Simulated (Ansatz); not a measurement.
Band structure of Ru (P6_3/mmc, 2 atoms in the cell).

```
Ru
1.0
    1.35500    -2.34693     0.00000
    1.35500     2.34693     0.00000
    0.00000     0.00000     4.28000
Ru
2
Direct
  0.33333   0.66667   0.25000
  0.66667   0.33333   0.75000
```

Method of the run: PBE, PAW files (plane waves; Ansatz, a quantum-chemistry and plane-wave program).

Settings: kpoints.mp_grid.grid = 9 9 5; hamiltonian.xc = pbe; hamiltonian.pseudopotentials = {kind: paw} (an earlier, softer set of the program's PAW files); scf.occupations.method = fermi_dirac; scf.occupations.width = 0.136 eV; kpoints.band_path.npoints = 8.

The starting cell has typed, rounded lattice constants, without a prior relaxation at this level. Spin polarisation is off.

Levels in eV from the Fermi level, bands 13 to 20:
```tsv
point	13	14	15	16	17	18	19	20
Γ	-2.45	-1.97	-1.97	-1.46	-1.46	1.12	1.12	1.25
M	-2.12	-1.86	-1.57	1.34	1.76	1.86	3.99	6.04
K	-2.89	-2.89	-1.13	0.95	0.95	1.39	6.92	7.14
A	-2.83	-2.83	-2.75	-2.75	0.48	0.48	0.48	0.48
L	-1.12	-1.12	0.39	0.39	1.60	1.60	3.32	3.32
H	-2.77	-2.77	-1.24	-1.24	1.16	1.16	8.35	8.35
```

Bands cross the Fermi level along this path, so the cell is metallic at this level.

Keys are those of Ansatz 0.2.
